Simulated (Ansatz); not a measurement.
A periodic model of amorphous Ga24O39La2:

```xyz
65
Lattice="9.7919 0.1474 -0.0058 0.1474 9.6515 0.0598 -0.0058 0.0598 8.7694" Properties=species:S:1:pos:R:3 pbc="T T T"
Ga     1.2269     0.1847     3.3265
Ga     4.2303     2.7118     1.8004
Ga     8.4534     2.4807     7.6414
Ga     2.1336     7.4526     1.8849
Ga     1.8517     3.1264     8.5744
Ga     9.1025     2.8497     1.6132
Ga     7.5257     0.2044     5.9430
Ga     6.5888     0.4404     0.3733
Ga     6.5574     4.0773     0.4430
Ga     1.6605     6.0997     7.5219
Ga     6.8200     7.2817     1.3022
Ga     1.7788     4.4397     2.8566
Ga     1.9024     0.3606     6.6590
Ga     9.4912     8.3078     8.6650
Ga     4.0006     7.5273     5.9987
Ga     4.4367     1.3426     7.3419
Ga     4.3940     5.9953     0.2206
Ga     8.1885     8.5226     3.6753
Ga     8.1916     5.0946     3.2703
Ga     4.7467     5.8757     3.5811
Ga     3.2345     4.0051     5.6467
Ga     0.3065     7.8578     5.8701
Ga     4.7694     9.2648     3.1141
Ga     0.1880     2.5087     4.7100
O      7.3665     3.5998     2.0902
O      7.1017     3.7111     7.4617
O      5.0610     6.6638     1.8301
O      4.4756     2.6981     6.0452
O      4.5016     3.9771     3.2237
O      2.5905     6.0787     3.0051
O      0.5870     8.3200     1.4413
O      6.2877     0.7123     7.1693
O      8.0816     6.9763     2.6971
O      7.6727     8.4759     8.6997
O      2.8859     9.0552     2.5957
O      9.6646     6.7347     7.4643
O      5.0010     1.5419     0.3980
O      2.5188     1.5989     7.8736
O      4.7049     4.1576     0.3909
O      0.0860     1.6414     2.9477
O      2.2970     4.4065     7.3026
O      6.2551     9.0190     1.9400
O      8.1375     8.0297     5.6513
O      4.6336     1.4425     3.1756
O      8.7521     1.6731     6.0377
O      2.6128     6.6011     0.2444
O      3.7770     9.3485     6.6448
O      8.1307     1.4991     0.4885
O      4.1485     5.5881     5.3942
O      6.5651     5.3669     4.2791
O      9.7867     4.6085     2.2786
O      0.4675     9.1812     7.2495
O      2.3866     3.1372     1.5742
O      7.1403     5.8103     0.2112
O      8.6371     3.9692     4.7582
O      1.7179     3.7296     4.5840
O      4.8907     7.8603     4.3518
O      0.2752     8.4585     4.0842
O      2.0759     7.1959     6.0601
O      9.8093     3.3386     8.6269
O      7.1693     0.4332     4.1282
O      5.0684     6.9229     7.4810
O      1.5085     1.0658     4.9935
La     7.0906     5.9975     6.5976
La     6.1959     2.8045     4.4007
```

Level of theory: PBE, scalar-relativistic without spin-orbit coupling (plane waves to 420 eV, PAW; Ansatz, an electronic-structure program).

A CHGNet melt-quench gave the starting glass, which DFT then relaxed. O atoms were pushed apart under 1.9 Å during the dynamics, to hinder bonds among them. The hot cell started wider than the set density and was brought back towards it in steps. It is the lowest in DFT energy of 2 quenches. It is a model cell: composition and starting density were chosen by hand, and all elements were melted together. No dispersion term was used. Its density started from a set value of 5.16 and ended at 5.16 g/cm³. Cooling (nominally 220 K/ps over its main leg) ran many orders faster than in experiment, which tends to leave more defects and strain. Values belong to this one cell and scatter from quench to quench. The volume was held where the preparation left it and the shape relaxed, at a PBE pressure of 2.6 GPa. Stress components on the final sampling reach 2.8 GPa.

Neighbours within Ga-Ga 2.68 Å, Ga-O 2.34 Å, Ga-La 3.32 Å, O-O 1.58 Å, O-La 3.00 Å, La-La 3.96 Å count as bonded. Two cations that share two anions don't count as bonded, nor two that share one unless they lie closer than Ga-Ga 2.61 Å, Ga-La 3.23 Å, La-La 3.85 Å.

Question: Give the coordination numbers, mean bond lengths and angles.

Answer: 
```json
{
 "Mean coordination of Ga by anions": "4.46 (14 with 4, 9 with 5, 1 with 6)",
 "Mean coordination of O": "3.08 (1 with 2, 34 with 3, 4 with 4)",
 "Mean coordination of La by anions": "6.50 (1 with 6, 1 with 7)",
 "Mean Ga-O bond": "1.915 Å (spread 0.074 Å, 107 counted)",
 "Mean O-La bond": "2.519 Å (spread 0.145 Å, 13 counted)",
 "Bond angle at Ga": "mean 107.5°, spread 21.8°",
 "Bond angle at O": "mean 114.9°, spread 16.1°",
 "Bond angle at La": "mean 100.3°, spread 30.0°"
}
```

Question: List the pairs of like atoms that count as bonded by the rules above.

Answer: There are none by these rules.
